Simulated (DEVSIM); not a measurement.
Device: Si n-i-p diode, at 350 K.

```
layer (left to right)  material  thickness (μm)  Nd (cm⁻³)  Na (cm⁻³)  τn (s)  τp (s)
---------------------  --------  --------------  ---------  ---------  ------  ------
1                            Si           0.110     8.8e17          -  9.6e-7  9.6e-7
2                            Si           0.350          -     8.3e12  9.6e-7  9.6e-7
3                            Si           0.220          -     5.2e18  9.6e-7  9.6e-7
```

Left contact: ohmic. Right contact: ohmic. Voltage is applied to the left contact. Recombination: SRH at mid-gap, radiative, Auger. Mobility is μmin + (μ − μmin)/(1 + (N/Nref)^α).

This is a model device: material constants are rounded textbook-type values typed into the input, and sizes, dopings and lifetimes were drawn at random. Values at 300 K; Nc and Nv go as T^1.5, mobilities as T to minus their exponent, the gap by Varshni's rule with the affinity fixed.

| parameter | Si |
|---|---|
| gap (eV) | 1.124 |
| affinity (eV) | 4.05 |
| permittivity | 11.7 |
| Nc (cm⁻³) | 2.86e19 |
| Nv (cm⁻³) | 3.1e19 |
| μn (cm²/Vs) | 1417 |
| μp (cm²/Vs) | 470 |
| μn,min | 52 |
| μp,min | 45 |
| Nref,n | 9.7e16 |
| Nref,p | 2.2e17 |
| αn | 0.68 |
| αp | 0.72 |
| T exponent of μn | 2.3 |
| T exponent of μp | 2.2 |
| B (cm³/s) | 4.7e-15 |
| Cn (cm⁶/s) | 2.8e-31 |
| Cp (cm⁶/s) | 9.9e-32 |
| Varshni α (eV/K) | 0.000473 |
| Varshni β (K) | 636 |

DEVSIM, 1D drift-diffusion, Boltzmann statistics, complete ionisation; no tunnelling, impact ionisation, image-force lowering or self-heating.

The doping Na of layer 3 was swept, all else fixed.

| doping Na of layer 3 (cm^-3) | potential step across the device at zero bias (V) | dark forward voltage at 100 A/cm² (V) | dark forward voltage at 1 A/cm² (V) |
|---|---|---|---|
| 1.6e17 | 0.833 | 0.627 | 0.487 |
| 5.2e17 | 0.868 | 0.666 | 0.526 |
| 1.6e18 | 0.902 | 0.689 | 0.549 |
| 5.2e18 | 0.938 | 0.697 | 0.556 |
| 1.6e19 | 0.972 | 0.699 | 0.558 |

From the first row to the last the potential step across the device at zero bias goes from 0.833 to 0.972. From the first row to the last the dark forward voltage at 100 A/cm² goes from 0.627 to 0.699.
